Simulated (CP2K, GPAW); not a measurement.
A GPAW input for a self-consistent single point of HgSe (F-43m, 2 atoms in the cell) (DFT PBE, plane waves, GPAW PAW datasets PBE (gpaw-data 1.0.1)):

```python
from ase import Atoms
from ase.units import GPa
from gpaw import GPAW

atoms = Atoms(['Hg', 'Se'],
              cell=[[0.000000, 3.045855, 3.045855],
                    [3.045855, 0.000000, 3.045855],
                    [3.045855, 3.045855, 0.000000]],
              positions=[[0.000000, 0.000000, 0.000000],
                         [4.568783, 4.568783, 4.568783]],
              pbc=True)

calc = GPAW(mode={'name': 'pw', 'ecut': 550},
            xc='PBE',
            kpts=(9, 9, 9),
            occupations={'name': 'fermi-dirac', 'width': 0.1},
            nbands=-6,
            symmetry={'symmorphic': False, 'tolerance': 0.0005},
            maxiter=100)

atoms.calc = calc

energy = atoms.get_potential_energy()
print('Energy (eV):', round(energy, 6))
forces = atoms.get_forces()
print('Forces (eV/Ang):')
print(forces.round(5))
stress = atoms.get_stress()
print('Stress (GPa, Voigt):', (stress / GPa).round(4))
```

Q: Write the same calculation as an input for CP2K.

A: One input that does it (others would too):

```
&GLOBAL
  PROJECT calc
  RUN_TYPE ENERGY_FORCE
  PRINT_LEVEL MEDIUM
&END GLOBAL
&FORCE_EVAL
  METHOD Quickstep
  STRESS_TENSOR ANALYTICAL
  &DFT
    BASIS_SET_FILE_NAME BASIS_MOLOPT
    POTENTIAL_FILE_NAME GTH_POTENTIALS
    &QS
      METHOD GPW
      EPS_DEFAULT 1E-10
    &END QS
    &MGRID
      CUTOFF 500
      REL_CUTOFF 60
      NGRIDS 5
    &END MGRID
    &SCF
      SCF_GUESS ATOMIC
      EPS_SCF 1E-7
      MAX_SCF 100
      ADDED_MOS 4
      &DIAGONALIZATION
        ALGORITHM STANDARD
      &END DIAGONALIZATION
      &MIXING
        METHOD BROYDEN_MIXING
        ALPHA 0.3
        NBUFFER 10
        BETA 1.5
      &END MIXING
      &SMEAR ON
        METHOD FERMI_DIRAC
        ELECTRONIC_TEMPERATURE [K] 1160.45
      &END SMEAR
    &END SCF
    &KPOINTS
      SCHEME MONKHORST-PACK 9 9 9
    &END KPOINTS
    &XC
      &XC_FUNCTIONAL PBE
      &END XC_FUNCTIONAL
    &END XC
    &PRINT
      &MO
        EIGENVALUES T
        OCCUPATION_NUMBERS T
        NDIGITS 8
        FILENAME mo
        &EACH
          QS_SCF 0
        &END EACH
        ADD_LAST NUMERIC
      &END MO
      &MULLIKEN ON
      &END MULLIKEN
    &END PRINT
  &END DFT
  &SUBSYS
    &CELL
      A 4.30748900 0.00000000 0.00000000
      B 2.15374500 3.73039500 0.00000000
      C 2.15374500 1.24346500 3.51705000
      PERIODIC XYZ
    &END CELL
    &COORD
      Hg       0.00000000     0.00000000     0.00000000
      Se       6.46123425     3.73039500     2.63778750
    &END COORD
    &KIND Hg
      BASIS_SET DZVP-MOLOPT-SR-GTH
      POTENTIAL GTH-PBE-q12
    &END KIND
    &KIND Se
      BASIS_SET DZVP-MOLOPT-SR-GTH
      POTENTIAL GTH-PBE-q6
    &END KIND
  &END SUBSYS
  &PRINT
    &FORCES ON
    &END FORCES
    &STRESS_TENSOR ON
    &END STRESS_TENSOR
  &END PRINT
&END FORCE_EVAL
```

Basis, cutoffs, solver keys and any potentials are the target program's own. This input uses DFT PBE, GPW, DZVP-MOLOPT-SR-GTH basis, GTH-PBE potentials (GTH_POTENTIALS). Both were run: pressure 4.60 GPa in GPAW and 5.00 in CP2K.

On GPAW: the starting cell comes from a database of computed structures (which also holds hypothetical and non-ambient phases and stackings), without a prior relaxation at this level. Its lattice was rescaled by a random factor within 2.5 % of one. With a pressure of about 5 GPa the cell is away from its equilibrium volume at this level. The run gives no clean gap (levels at the Fermi energy touch, overlap or are partly filled at this smearing), which alone does not show that the compound is a metal.

On CP2K: the starting cell comes from a database of computed structures (which also holds hypothetical and non-ambient phases and stackings), without a prior relaxation at this level. Its lattice was rescaled by a random factor within 2.5 % of one. Values carry the incompleteness of an atom-centred basis. With a pressure of about 5 GPa the cell is away from its equilibrium volume at this level. The run gives no clean gap (levels at the Fermi energy touch, overlap or are partly filled at this smearing), which alone does not show that the compound is a metal.
